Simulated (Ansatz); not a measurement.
```xyz
21
Lattice="20.5000 0.0000 0.0000 0.0000 20.5000 0.0000 0.0000 0.0000 3.1207" Properties=species:S:1:pos:R:3 pbc="T T T"
Mo     7.1233     7.1233     1.5603
Mo     5.7315     8.6743     0.0000
Mo     7.0725    10.2500     1.5603
Mo     5.7315    11.8257     0.0000
Mo     7.1233    13.3767     1.5603
Mo     8.6743     5.7315     0.0000
Mo    10.2500     7.0725     1.5603
Mo     8.6796     8.6796     0.0000
Mo    10.2500    10.2500     1.5603
Mo     8.6796    11.8204     0.0000
Mo    10.2500    13.4275     1.5603
Mo     8.6743    14.7685     0.0000
Mo    11.8257     5.7315     0.0000
Mo    13.3767     7.1233     1.5603
Mo    11.8204     8.6796     0.0000
Mo    13.4275    10.2500     1.5603
Mo    11.8204    11.8204     0.0000
Mo    13.3767    13.3767     1.5603
Mo    11.8257    14.7685     0.0000
Mo    14.7685     8.6743     0.0000
Mo    14.7685    11.8257     0.0000
```

Calculation: PBE (plane waves to 420 eV, PAW; Ansatz, a first-principles code). Mesh 1×1×20. No spin polarisation, so a magnetic state wasn't tested. One-dimensional cell, images about 11 Å apart. A hypothetical model. Only distortions within the start's symmetry and period were free. Values not marked SOC lack spin–orbit coupling. Buckling under compression is shut out by symmetry and the short period.

### Question
Give the properties of this body.

### Answer
| Quantity | Result |
|---|---|
| largest distance between nuclei across the axis | 9.57 Å |
| PBE gap | none (under 0.01 eV) |
| work function (PBE) | 3.96 eV |
| axial stiffness dF/dε | 338 nN |
